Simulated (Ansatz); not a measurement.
Functionals compared on a constructed model of the (111) surface of fcc Rh, a pseudomorphic layer of Pt in the host's stacking (bottom of the slab: a bare face, its two planes held), in Ansatz (plane waves, PAW). The structure was relaxed with PBE; the other rows are single points on it. Cutoff 420 eV (500 eV for r2SCAN).

Set-up: 7 atoms, 13.5 Å thick at the start with caps and adatoms (thin: gaps and levels are the slab's own); mesh 16x16x1; 0.1 eV smearing; dipole correction on; 2 atoms held, the rest relaxed; symmetry of the start imposed; no spin, no spin-orbit, no U. In PBE it is, or lies within 0.01 eV a 1x1 cell of, the lowest of the 2 structures of its composition computed so far; subsurface sites and larger cells were not tried. These notes are the PBE run's.

```csv
functional,work function of the top face (eV),rough cost of the single point
PBE,5.52,–
RPBE,5.36,about 18 core-seconds (a rough figure)
r2SCAN,___,very roughly 40 core-seconds
```

**Question.** Complete the blanks.

**Answer.** 
- r2SCAN, work function of the top face (eV): 5.58

Ansatz is an electronic-structure program.
